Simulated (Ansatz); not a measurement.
The (110) surface of fcc Au in its 1x1 cell (the real clean face reconstructs), outermost plane spacing 1.47 Å in the ideal cut

The numbers are results of PBE (plane waves to 420 eV, PAW; Ansatz, a program for electronic structure), not measurements.

Model: 8-atom slab, 10.3 Å thick at the start (thin: gaps and levels are the slab's own), 13x9x1 mesh, Fermi-Dirac 0.1 eV, dipole correction, all atoms relaxed; start symmetry kept, larger cells not searched; no spin, no spin-orbit, no U.

- surface energy (mean of both faces): 0.91 J/m²
- surface energy before relaxation: 0.97 J/m²
- work function of the top face: 5.01 eV
- energy released by relaxation: 0.092 eV
- cost: very roughly 5 core-minutes
